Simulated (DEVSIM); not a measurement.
Structure: abrupt Si p-n junction, at 250 K.

Layer 1 from the left is Si, thickness (μm) 51.0, Na (cm⁻³) 1.5e18, τn (s) 2.6e-7, τp (s) 2.6e-7. Layer 2 from the left is Si, thickness (μm) 0.770, Nd (cm⁻³) 6.2e16, τn (s) 2.6e-7, τp (s) 2.6e-7.

Left contact: ohmic. Right contact: ohmic. Voltage is applied to the left contact. Recombination: SRH at mid-gap. Mobility is constant in doping.

The device is made up for the run: typed textbook-type constants, with dimensions and the other settings drawn at random. Values at 300 K; Nc and Nv go as T^1.5, mobilities as T to minus their exponent, the gap by Varshni's rule with the affinity fixed.

Si: gap (eV) 1.124, affinity (eV) 4.05, permittivity 11.7, Nc (cm⁻³) 2.86e19, Nv (cm⁻³) 3.1e19, μn (cm²/Vs) 1417, μp (cm²/Vs) 470, T exponent of μn 2.3, T exponent of μp 2.2, Varshni α (eV/K) 0.000473, Varshni β (K) 636.

Q: Estimate by hand the built-in potential, the peak field at zero bias, and compare with a numerical solution.

A: 
- Built-in potential: ni = √(Nc Nv) exp(−Eg/2kT) = 8.01e7 cm⁻³ with Eg = 1.136 eV; Vbi = kT/q ln(Na Nd/ni²) = 0.951 V; numerical 0.951 V.
- Peak field at zero bias: depletion approximation: W = √(2εVbi/(qN)) = 0.144 μm with N = 5.95e16 cm⁻³; field = 2Vbi/W = 132000 V/cm; numerical 132000 V/cm.

Model (solved in DEVSIM): 1D drift-diffusion, Boltzmann statistics, complete ionisation; no tunnelling, impact ionisation, image-force lowering or self-heating.
